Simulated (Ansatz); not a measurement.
The starting structures come from a database of crystals and need not be the phases stable at ambient conditions.

Input:

```
Ge3N4
1.0
    5.87722     0.00000     0.00000
    0.00000     5.87722     0.00000
    2.93861    -2.93861     4.15583
Ge N
6 8
Direct
  0.37500   0.87500   0.25000
  0.87500   0.37500   0.75000
  0.37500   0.37500   0.25000
  0.37500   0.37500   0.75000
  0.00000   0.00000   0.00000
  0.75000   0.75000   0.50000
  0.61684   0.61684   0.23368
  0.13316   0.60052   0.73368
  0.14948   0.61684   0.23368
  0.13316   0.13316   0.73368
  0.61684   0.61684   0.76632
  0.60052   0.13316   0.26632
  0.61684   0.14948   0.76632
  0.13316   0.13316   0.26632
```

Space group of this cell: Fd-3m. The cell is taken as given; by PBEsol its mean pressure is -6.4 GPa.

Level of theory: PBEsol (plane waves, PAW; Ansatz, a quantum-chemistry and plane-wave program).

The current runs along the normal of the first two printed vectors; no spin-orbit coupling. Scaled by the factor s: all lengths (ions clamped). Meshes 8×8×8 and 6×6 across the current in all rows.

```csv
s,mean pressure (GPa),band gap (eV)
0.98,8.1,2.24
1.00,-6.4,1.87
1.02,-17.1,?
```

Question: Take the slope of the band gap against ln s from the two given rows, extrapolate to s = 1.02, and say what the run there gives.

Answer: Slope = (2.24 − 1.87) / ln 0.98 = -18.3 eV. The line gives 1.87 + (-18.3) × ln 1.02 = 1.51 eV. The run gives 1.16 eV, 0.35 eV under the line, 96 % of the predicted step.
